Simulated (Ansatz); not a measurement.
The reference is HgSe in the zinc blende structure (space group F-43m, No. 216; a = 6.1328 Å). Axes: x, y, z lie along the cube axes.

Calculations: PBEsol (Ansatz, a quantum-chemistry and plane-wave program; PAW; 420 eV plane waves; no SOC).

Strains are applied to the cell and any free atomic positions relax; under biaxial strain the out-of-plane vector relaxes too.

One change was made to it. Results:

The pressure (mean of the normal stresses, compression positive) goes from zero to 0.3 GPa; the energy grows by 0.7 meV/atom; the shortest interatomic distance decreases by 0.41 pm (265.6 pm → 265.1 pm).

What was done to the base?
(A) biaxial strain +3.00 %, plane normal [001], relaxed out of plane
(B) biaxial strain −3.00 %, plane normal [001], relaxed out of plane
(C) biaxial strain −1.00 %, plane normal [001], relaxed out of plane

C, biaxial strain −1.00 %, plane normal [001], relaxed out of plane. For comparison, the energy relative to the base in the other runs: biaxial strain +3.00 %, plane normal [001], relaxed out of plane gives +5.7 meV/atom; biaxial strain −3.00 %, plane normal [001], relaxed out of plane gives +6.4 meV/atom.

A case with no gap was solved on a k-mesh chosen for an insulator, which is coarse for it. No phonon test of stability was made. The final runs are not spin-polarised. Gaps under 0.05 eV, about the width of the smearing, are given as zero.
